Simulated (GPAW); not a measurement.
**Worked example: self-consistent single point of SrAg3Pd2 (P6/mmm, 6 atoms in the cell) in GPAW**

Computed with PBEsol, GPAW PAW datasets PBEsol (made by gpaw-setup) (plane waves; GPAW).

The input file:

```python
from ase import Atoms
from ase.units import GPa
from gpaw import GPAW

atoms = Atoms(['Sr', 'Ag', 'Ag', 'Ag', 'Pd', 'Pd'],
              cell=[[5.548580, 0.000000, 0.000000],
                    [-2.774290, 4.805211, 0.000000],
                    [0.000000, 0.000000, 4.556160]],
              scaled_positions=[[0.000000, 0.000000, 0.000000],
                                [0.500000, 0.000000, 0.500000],
                                [0.500000, 0.500000, 0.500000],
                                [0.000000, 0.500000, 0.500000],
                                [0.333333, 0.666667, 0.000000],
                                [0.666667, 0.333333, 0.000000]],
              pbc=True)

calc = GPAW(mode={'name': 'pw', 'ecut': 550},
            xc='PBEsol',
            kpts={'size': (6, 6, 6), 'gamma': True},
            occupations={'name': 'methfessel-paxton', 'width': 0.2, 'order': 0},
            nbands=-14,
            convergence={'density': 1e-05},
            symmetry={'symmorphic': False, 'tolerance': 0.0005},
            maxiter=120,
            txt='-')

atoms.calc = calc

energy = atoms.get_potential_energy()
print('Energy (eV):', round(energy, 6))
forces = atoms.get_forces()
print('Forces (eV/Ang):')
print(forces.round(5))
stress = atoms.get_stress()
print('Stress (GPa, Voigt):', (stress / GPa).round(4))
```

The program printed (abridged):

```
Input parameters:
  convergence: {density: 1e-05}
  kpts: {gamma: True,
         size: (6, 6, 6)}
  maxiter: 120
  mode: {ecut: 550,
         name: pw}
  nbands: -14
  occupations: {name: methfessel-paxton,
                order: 0,
                width: 0.2}
  symmetry: {symmorphic: False,
             tolerance: 0.0005}
  xc: PBEsol

species:
  Sr:
    name: Strontium
    Z: 38.0
    valence: 10
    core: 28
    charge: 0.0
    file: Sr.PBEsol.gz

    # Using partial waves for Sr as LCAO basis

  Ag:
    name: Silver
    Z: 47.0
    valence: 17
    core: 30
    charge: 0.0
    file: Ag.PBEsol.gz

    # Using partial waves for Ag as LCAO basis

  Pd:
    name: Palladium
    Z: 46.0
    valence: 16
    core: 30
    charge: 0.0
    file: Pd.PBEsol.gz

    # Using partial waves for Pd as LCAO basis

Reference energy: -794352.688747  # eV

Spin-paired calculation

Convergence criteria:
 Maximum [total energy] change in last 3 cyles: 0.0005 eV / valence electron
 Maximum integral of absolute [dens]ity change: 1e-05 electrons / valence electron
 Maximum integral of absolute [eigenst]ate change: 4e-08 eV^2 / valence electron
 Maximum number of scf [iter]ations: 120

Symmetries present (total): 24
Symmetries with fractional translations: 0
216 k-points: 6 x 6 x 6 Monkhorst-Pack grid + [1/12,1/12,1/12]
28 k-points in the irreducible part of the Brillouin zone
       k-points in crystal coordinates                weights
   0:     0.00000000    0.00000000    0.00000000          1/216
   1:     0.00000000    0.00000000    0.16666667          2/216
   2:     0.00000000    0.00000000    0.33333333          2/216
   [... 7 lines left out ...]
          ...
  27:     0.50000000    0.50000000    0.50000000          3/216

Wave functions: Plane wave expansion
  Cutoff energy: 550.000 eV
  Number of coefficients (min, max): 3534, 3606
  Pulay-stress correction: 0.000000 eV/Ang^3 (de/decut=0.000000)

Occupation numbers: Methfessel-Paxton:
  width: 0.2000  # eV
  order: 0

Eigensolver

Densities:
  Coarse grid: 32*32*25 grid
  Fine grid: 64*64*50 grid
  Total Charge: 0.000000

Density mixing:
  Method: separate
  Backend: pulay
  Linear mixing parameter: 0.05
  old densities: 5
  Damping of long wavelength oscillations: 50

Hamiltonian:
  XC and Coulomb potentials evaluated on a 64*64*50 grid
  External potential:
    NoExternalPotential

XC parameters: PBEsol with 2 nearest neighbor stencil

Number of atoms: 6
Number of atomic orbitals: 65
Number of bands in calculation: 60
Number of valence electrons: 93
Bands to converge: occupied

Density initialized from atomic densities
  60 bands from LCAO basis set

Atomic positions and initial magnetic moments

Positions:
   0 Sr     0.000000    0.000000    0.000000    ( 0.0000,  0.0000,  0.0000)
   1 Ag     2.774290    0.000000    2.278080    ( 0.0000,  0.0000,  0.0000)
   2 Ag     1.387145    2.402605    2.278080    ( 0.0000,  0.0000,  0.0000)
   3 Ag    -1.387145    2.402605    2.278080    ( 0.0000,  0.0000,  0.0000)
   4 Pd    -0.000003    3.203476    0.000000    ( 0.0000,  0.0000,  0.0000)
   5 Pd     2.774293    1.601735    0.000000    ( 0.0000,  0.0000,  0.0000)

Unit cell:
           periodic     x           y           z      points  spacing
  1. axis:    yes    5.548580    0.000000    0.000000    32     0.1502
  2. axis:    yes   -2.774290    4.805211    0.000000    32     0.1502
  3. axis:    yes    0.000000    0.000000    4.556160    25     0.1822

  Lengths:   5.548580   5.548580   4.556160
  Angles:   90.000000  90.000000 120.000001

Effective grid spacing dv^(1/3) = 0.1680

     iter     time        total  log10-change:
                         energy   eigst   dens
iter:   1 --:--:--   -27.776340
iter:   2 --:--:--   -25.979720   -1.37  -1.26
iter:   3 --:--:--   -23.585305   -0.91  -1.35
iter:   4 --:--:--   -23.533090   -1.77  -1.73
iter:   5 --:--:--   -23.329332   -2.14  -1.87
iter:   6 --:--:--   -23.522780   -1.87  -2.09
iter:   7 --:--:--   -23.186644   -2.15  -2.33
iter:   8 --:--:--   -23.184575   -3.61  -2.66
iter:   9 --:--:--   -23.183341c  -3.91  -2.71
iter:  10 --:--:--   -23.180249c  -3.94  -2.82
iter:  11 --:--:--   -23.180304c  -5.27  -3.43
iter:  12 --:--:--   -23.180314c  -5.88  -3.64
iter:  13 --:--:--   -23.180252c  -5.39  -3.70
iter:  14 --:--:--   -23.180173c  -5.80  -3.84
iter:  15 --:--:--   -23.180177c  -6.86  -4.10
iter:  16 --:--:--   -23.180181c  -6.38  -4.21
iter:  17 --:--:--   -23.180174c  -7.00  -4.41
iter:  18 --:--:--   -23.180174c  -8.37c -4.71
iter:  19 --:--:--   -23.180173c  -8.16c -4.74
iter:  20 --:--:--   -23.180172c  -8.35c -5.10c

Converged after 20 iterations.

Dipole moment: (-0.000000, -0.000000, -0.000000) |e|*Ang

Energy contributions relative to reference atoms: (reference = -794352.688747)

Kinetic:        -21.563541
Potential:       +9.443808
External:        +0.000000
XC:             -10.990211
Entropy (-ST):   -0.044098
Local:           -0.048180
SIC:             +0.000000
--------------------------
Free energy:    -23.202222
Extrapolated:   -23.180172

Showing only first 2 kpts
 Kpt  Band  Eigenvalues  Occupancy
  0    44      6.19027    2.00000
  0    45      8.39188    0.00000
  0    46      8.42751    0.00000
  0    47      8.44540    0.00000

  1    44      5.89355    2.00000
  1    45      7.08375    0.54013
  1    46      8.36667    0.00000
  1    47      8.42114    0.00000

Fermi level: 6.99712

No gap
No difference between direct/indirect transitions
Energy (eV): -23.180172

Forces in eV/Ang:
  0 Sr    0.00000    0.00000    0.00000
  1 Ag   -0.00000    0.00000    0.00000
  2 Ag    0.00000   -0.00000    0.00000
  3 Ag   -0.00000   -0.00000    0.00000
  4 Pd   -0.00000    0.00000    0.00000
  5 Pd    0.00000   -0.00000    0.00000

Stress tensor:
     0.015732    -0.000000     0.000000
    -0.000000     0.015732     0.000000
     0.000000     0.000000     0.022739
Stress (GPa, Voigt): [ 2.5205  2.5205  3.6433  0.      0.     -0.    ]
```

The run converged in 20 iterations. GPAW prints stress with tension positive.

The starting cell comes from a database of computed structures (which also holds hypothetical and non-ambient phases and stackings), without a prior relaxation at this level. Spin polarisation is off.

Cost on one core of a shared machine: roughly 2 min.
